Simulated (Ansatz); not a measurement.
Consider PbTe in the rock salt structure (space group Fm-3m, No. 225; a = 6.534 Å).

Structures relaxed with plane-wave PAW DFT at the r2SCAN level (Ansatz, a quantum-chemistry and plane-wave program, 500 eV), spin-orbit coupling left out.

Base:

Simulated powder pattern, Cu Kα1, λ = 1.54056 Å (kinematic, ideal powder, no thermal factors, no anomalous dispersion; the 10 strongest lines at most, above 2 %, up to 2θ = 90°):

```
2θ (°)  I/Imax (%)    hkl
------  ----------  -----
23.56           11  (111)
27.27          100  (200)
38.95           79  (220)
46.03          6.5  (311)
48.20           29  (222)
56.27           14  (400)
61.84          2.9  (331)
63.63           38  (420)
70.55           28  (422)
83.65          9.1  (440)
```

Modification: every lattice vector is shortened by 1.50 %, atoms relaxed at fixed cell.

After the change:

Simulated powder pattern, Cu Kα1, λ = 1.54056 Å (kinematic, ideal powder, no thermal factors, no anomalous dispersion; the 10 strongest lines at most, above 2 %, up to 2θ = 90°):

| 2θ (°) | I/Imax (%) | hkl |
|---|---|---|
| 23.93 | 11 | (111) |
| 27.70 | 100 | (200) |
| 39.57 | 78 | (220) |
| 46.77 | 6.5 | (311) |
| 48.99 | 28 | (222) |
| 57.20 | 13 | (400) |
| 62.89 | 2.9 | (331) |
| 64.72 | 37 | (420) |
| 71.79 | 28 | (422) |
| 85.22 | 9.1 | (440) |

The indices refer to the base's conventional cell; one index is shown for lines that coincide.

The cells carry an imposed strain or load. Stability against distortions was not tested.
